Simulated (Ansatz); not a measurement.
A15 V3Si (cubic form, which distorts at low temperature) was calculated with HSE06 (Ansatz, a first-principles code, PAW).

Run with plane-wave cutoff 460 eV, 6×6×6 k mesh, Fermi–Dirac smearing 0.05 eV, no spin polarisation, scalar-relativistic PAW data made under PBE.

Computed at the level's own relaxed cell.

Task: Give the computed equilibrium volume per atom, bulk modulus, lattice constant a and pressure derivative B′ of the bulk modulus.

Result: 
* **equilibrium volume per atom**: 12.66 Å³/atom
* **bulk modulus**: 214 GPa
* **lattice constant a**: 4.662 Å
* **pressure derivative B′ of the bulk modulus**: 3.9

Measured, for comparison: equilibrium volume per atom 13.18 Å³/atom, lattice constant a 4.724 Å (temperature not stated, not corrected to a static lattice; as tabulated in Zeng et al. (2023), arXiv:2309.11055); bulk modulus 171 GPa (300 K, not corrected to a static lattice, our sources range from 171 to 176; as tabulated in Lu and Klein (1997), arXiv:cond-mat/9704251). Computed (rounded) less measured: equilibrium volume per atom -3.9 %, bulk modulus +25 % (+22 % to +25 % over the range), lattice constant a -1.3 %. A static lattice is as a rule a little smaller and stiffer than an uncorrected measurement, which narrows the difference in the lattice constant a and would widen misses of the other sign.

Note: the run has no spin polarisation, so it can have missed a magnetic state; symmetry holds this phase in the static calculation, where it need not be a minimum.

The computed numbers hold no vibrational or temperature effects.
